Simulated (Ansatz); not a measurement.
Output of an Ansatz run (abridged):

```
WARN the atoms were moved onto the symmetric positions of the space group found under crystal.symmetry.tolerance 1.0e-5 (fractional …
WARN ansatz: RAYON_NUM_THREADS=1 ignored (pool sized by the plan → 1); use --threads N
Pseudopotentials: kind: paw
Pseudopotential: Bi, paw, valence charge 15
Pseudopotential: Pd, paw, valence charge 18
Pseudopotential: Pt, paw, valence charge 18
Crystal: 4 atoms, lattice volume = 89.943 Å³
Basis set: ecut = 420 eV, 1753 PW (Γ)
Bands: 40, of which v1, the nominal top of the filled ones, is band 33 counted from 1 (32 counted from 0)
Symmetry: 6 space group operations
Space group: P3m1 (ITA 156), of the structure as read, at distance tolerance 4.5e-5 Å
k-points: 62 of 486 (time reversal used)
PAW frozen core: Bi, regenerated for the run's functional, and the local potential with it
PAW frozen core: Pd, regenerated for the run's functional, and the local potential with it
PAW frozen core: Pt, regenerated for the run's functional, and the local potential with it
Initial density: superposition of atomic densities (neutral atoms: chi_scale 0, normalization atom), corrected by the library's trained network
Initial wavefunctions: pseudopotential atomic-orbital guess
Eigensolver: davidson
Functional: x = slater, c = lda
SCF iter   1: F=—  HF=-43262.509414 eV  |F-HF|=—  |Δ(HF+E_count)|=         —  Δρ=8.41e-3  dr2=6.44e-2  ethr=1.77e-3  ⟨swp⟩=6.5  Hψ=9900  notcnv=0  defer=14
all-band conjugate gradients solve this SCF's bands
preconditioner: auto → LDOS
SCF iter   2: F=—  HF=-43262.504189 eV  |F-HF|=—  |Δ(HF+E_count)|=   5.22e-3  Δρ=5.08e-3  dr2=1.96e-2  ethr=9.76e-5  ⟨swp⟩=2.0  Hψ=4992  notcnv=0  defer=20
SCF iter   3: F=—  HF=-43262.498650 eV  |F-HF|=—  |Δ(HF+E_count)|=   5.54e-3  Δρ=1.04e-3  dr2=9.37e-4  ethr=2.98e-5  ⟨swp⟩=2.0  Hψ=4258  notcnv=0  defer=20
SCF iter   4: F=—  HF=-43262.498472 eV  |F-HF|=—  |Δ(HF+E_count)|=   1.78e-4  Δρ=1.44e-4  dr2=2.42e-5  ethr=1.42e-6  ⟨swp⟩=2.2  Hψ=3422  notcnv=0  defer=20
SCF iter   5: F=—  HF=-43262.498474 eV  |F-HF|=—  |Δ(HF+E_count)|=   2.71e-6  Δρ=4.89e-5  dr2=2.31e-6  ethr=3.66e-8  ⟨swp⟩=2.0  Hψ=3985  notcnv=0  defer=20
SCF iter   6: F=-43262.498474 eV  HF=-43262.498474 eV  |F-HF|=1.15e-8  |Δ(HF+E_count)|=   6.38e-7  Δρ=6.75e-6  dr2=2.69e-8  ethr=1.52e-10  ⟨swp⟩=6.8  Hψ=12837  notcnv=0
SCF 1 converged in 6 iterations: F = -43262.498474 eV  dr2 = 2.69e-8
SCF converged after 6 iterations
Free energy (F): -43262.498474 eV
Harris-Foulkes:  -43262.498474 eV  (|F-HF|=1.15e-8)
Internal energy: -43262.427799 eV  (E = F + TS)
E sigma→0 (E₀):  -43262.463136 eV
Entropy (-TS):   -0.070675 eV (-17.669 meV/atom)
Fermi energy:    14.929545 eV
--- Per-component energies (eV) ---
  E_band       = -575.461136
  E_kinetic    = 1764.035461
  E_local      = -7211.179897  (includes V_loc(G=0)·N_el)
  E_nonlocal   = 1560.414318
  E_hartree    = 2663.474211
  E_xc         = -729.896653
  E_vxc        = -804.645598  (∫ρ·V_xc dr)
  E_paw        = -33510.154133  (= ΣΔE_a)
  E_vpaw       = -1211.035032  (= ΣTr[D̂ρ^β])
  E_aug_tail   = -0.000677  (compensation charges beyond the density's cutoff)
  E_ewald      = -7800.255263
  E_core_change = 1.134834  (= ΣΔE_core)
  E_smearing   = -0.070675  (= −TS)
  E_closure    = 0.000000  (closes the sum)
  Σ components = -43262.498474   (vs F -43262.498474, Δ=0.00e0)
--- Forces (eV/Å), atoms counted from 1 ---
  atom   1  Bi    -0.00000000    -0.00000000    -0.20655379
  atom   2  Bi     0.00000000     0.00000000     0.08272814
  atom   3  Pd    -0.00000000    -0.00000000     0.05054426
  atom   4  Pt     0.00000000     0.00000000     0.07327935
  max |Σ_I F_I| component: 2.03e-6 eV/Å
--- Stress (GPa, compression-positive) ---
       -3.152530      -0.000000       0.000000
       -0.000000      -3.152530      -0.000000
        0.000000      -0.000000      -4.139362
  P = ⅓ Tr σ = -3.4815 GPa (-34.815 kbar)
  The stress holds the Pulay correction. Without it, at fixed plane waves, as pw.x and ABINIT print it: P = -3.5174 GPa
--- Band table (eV; the first three rows and the last of 62) ---
  k-point 0: bands = ["-83.3710", "-69.3741", "-37.5565", "-37.5017", "-37.5017", "-35.1961", "-35.1851", "-35.1851", "-7.8191", "-7.8191", "-7.7783", "-7.7783", "-7.7729", "-7.7691", "-7.7691", "-7.7532", "-7.7345", "-7.7345", "1.9334", "4.7429", [...]
  k-point 1: bands = ["-83.3710", "-69.3741", "-37.5555", "-37.5017", "-37.5017", "-35.1974", "-35.1851", "-35.1851", "-7.8162", "-7.8162", "-7.7807", "-7.7807", "-7.7714", "-7.7671", "-7.7671", "-7.7543", "-7.7371", "-7.7371", "2.0545", "4.4105", [...]
  k-point 2: bands = ["-83.3710", "-69.3741", "-37.5535", "-37.5017", "-37.5017", "-35.2001", "-35.1851", "-35.1851", "-7.8083", "-7.8083", "-7.7877", "-7.7877", "-7.7674", "-7.7618", "-7.7618", "-7.7575", "-7.7437", "-7.7437", "2.4073", "3.7148", [...]
  k-point 61: bands = ["-83.3710", "-69.3741", "-37.5524", "-37.5025", "-37.5025", "-35.2012", "-35.1859", "-35.1859", "-7.7964", "-7.7962", "-7.7847", "-7.7807", "-7.7643", "-7.7642", "-7.7638", "-7.7593", "-7.7343", "-7.7339", "3.8731", "3.8791", [...]
```

The structure:

```
CELL_PARAMETERS angstrom
      4.30734     0.00000     0.00000
     -2.15367     3.73027     0.00000
      0.00000     0.00000     5.59778
ATOMIC_POSITIONS crystal
  Bi 0.33333 0.66667 0.25381
  Bi 0.66667 0.33333 0.75512
  Pd 0.00000 0.00000 0.50000
  Pt 0.00000 0.00000 0.00000
```

Write an input that gives this output.

Other spellings and defaults could give the same log, and not every line can be read from it. The input that was run (DFT, LDA (PW92), plane waves, default PAW files made with PBE):

Ansatz 0.2 input:
```yaml
crystal:
  lattice:
    - [4.30734500, 0.00000000, 0.00000000]
    - [-2.15367300, 3.73027000, 0.00000000]
    - [0.00000000, 0.00000000, 5.59778000]
  atoms:
    - { symbol: Bi, position: [0.33333300, 0.66666700, 0.25381200] }
    - { symbol: Bi, position: [0.66666700, 0.33333300, 0.75512000] }
    - { symbol: Pd, position: [0.00000000, 0.00000000, 0.50000000] }
    - { symbol: Pt, position: [0.00000000, 0.00000000, 0.00000000] }
basis:
  ecutwfc: 420.0
kpoints:
  mp_grid: { grid: [9, 9, 6] }
hamiltonian:
  xc: lda
  pseudopotentials: { kind: paw }
scf:
  occupations: { method: fermi_dirac, width: 0.1 }
output:
  forces: true
  eigenvalues: true
  stress: true
```

The starting cell comes from a database of computed structures (which also holds hypothetical and non-ambient phases and stackings), without a prior relaxation at this level. Its lattice was rescaled by up to half a per cent. One atom was moved a little off its site on purpose. Spin-orbit coupling is off. Spin polarisation is off. With a pressure of about -3 GPa the cell is away from its equilibrium volume at this level. Ansatz's pressure includes its estimate of the finite-basis (Pulay) stress.

Ansatz is a quantum-chemistry and plane-wave program.
